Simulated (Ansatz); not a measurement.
System: Ta₂O₅ (within 0.1 Å of Cmmm, No. 65, 7 atoms in the cell; start mp-1238961). Method: HSE06 in Ansatz (plane waves, PAW).

The input as run:

Ansatz 0.2 input:
```yaml
crystal:
  lattice:
    - [3.8393506687, 0.0, -0.02955224]
    - [0.0, 3.8599771886, 0.0]
    - [-1.8681916429, 0.0, 6.51876283]
  atoms:
    - { symbol: Ta, position: [0.6461161121, 0.0, 0.7921446296] }
    - { symbol: Ta, position: [0.3538838879, 0.0, 0.2078553704] }
    - { symbol: O, position: [0.6496712724, 0.5, 0.7989406074] }
    - { symbol: O, position: [0.3503287276, 0.5, 0.2010593926] }
    - { symbol: O, position: [0.1852198252, 0.0, 0.8703151523] }
    - { symbol: O, position: [0.8147801748, 0.0, 0.1296848477] }
    - { symbol: O, position: [0.5, 0.0, 0.5] }
basis:
  ecutwfc: 460
  ecutrho_ratio: 4
  xc_grid: 2
kpoints:
  mp_grid: { grid: [6, 6, 4] }
hamiltonian:
  xc: hse06
  dispersion: none
  pseudopotentials: { kind: paw }
scf:
  occupations: { method: fermi_dirac, width: 0.01 }
  convergence: { dr2_threshold: 0.0000000007 }
output:
  forces: true
  stress: true
  eigenvalues: true
```

Excerpt of the program's output:

```
WARN output.stress: scf.exx.energy_threshold = 1e-6 eV is looser than the 7e-8 eV advised for a stress under a hybrid functional (1e-8 eV for each atom of the …
Crystal: 7 atoms, lattice volume = 96.394 Å³
Basis set: ecut = 460 eV, 2157 PW (Γ), exchange–correlation on 54×60×96 points (8 copies of the dense FFT grid, shifted against one another)
Bands: 35, of which v1, the nominal top of the filled ones, is band 28 counted from 1 (27 counted from 0)
Symmetry: 4 space group operations
Space group: P2/m (ITA 10), of the structure as read, at distance tolerance 4.6e-5 Å
k-points: 56 of 144
SCF iter   1: F=—  HF=-22709.181630 eV  |F-HF|=—  |Δ(HF+E_count)|=         —  Δρ=5.73e-3  dr2=3.08e-2
SCF iter   2: F=—  HF=-22709.178971 eV  |F-HF|=—  |Δ(HF+E_count)|=   2.66e-3  Δρ=4.81e-3  dr2=1.96e-2
  ...
Crystal: 7 atoms, lattice volume = 96.394 Å³
Initial density: handed on by an earlier stage of this run
Crystal: 7 atoms, lattice volume = 96.394 Å³
SCF iter   6: F=—  HF=-22709.410629 eV  |F-HF|=—  |Δ(HF+E_count)|=   1.98e-8  Δρ=2.23e-6  dr2=4.06e-9
SCF iter   7: F=-22709.410629 eV  HF=-22709.410629 eV  |F-HF|=1.06e-10  |Δ(HF+E_count)|=   1.01e-9  Δρ=4.72e-7  dr2=1.82e-10
SCF 3 converged in 7 iterations: F = -22709.410629 eV  dr2 = 1.82e-10
Free energy (F): -22709.410629 eV
Internal energy: -22709.410629 eV  (E = F + TS)
E sigma→0 (E₀):  -22709.410629 eV
Fermi energy:    7.888655 eV
--- Forces (eV/Å), atoms counted from 1 ---
  atom   1  Ta    -0.00123237     0.00000000    -0.16082731
  atom   2  Ta     0.00123237     0.00000000     0.16082731
  atom   3  O     -0.00084617     0.00000000    -0.02716403
  atom   4  O      0.00084617     0.00000000     0.02716403
  atom   5  O      0.00045659     0.00000000     0.04502777
  atom   6  O     -0.00045659     0.00000000    -0.04502777
  atom   7  O      0.00000000     0.00000000     0.00000000
--- Stress (GPa, compression-positive) ---
        0.168736       0.000000      -0.005770
        0.000000      -2.291520       0.000000
       -0.005770       0.000000      -0.513540
  P = ⅓ Tr σ = -0.8788 GPa (-8.788 kbar)
```

The PAW data were made under PBE.

Note: cell and atoms aren't relaxed at this level (largest force component 0.16 eV/Å, pressure -0.9 GPa).

It cost about 4 core-minutes (a rough figure) of CPU time.

A start named mp-… is a Materials Project structure, which need not be a measured phase.

Ansatz is an electronic-structure program.
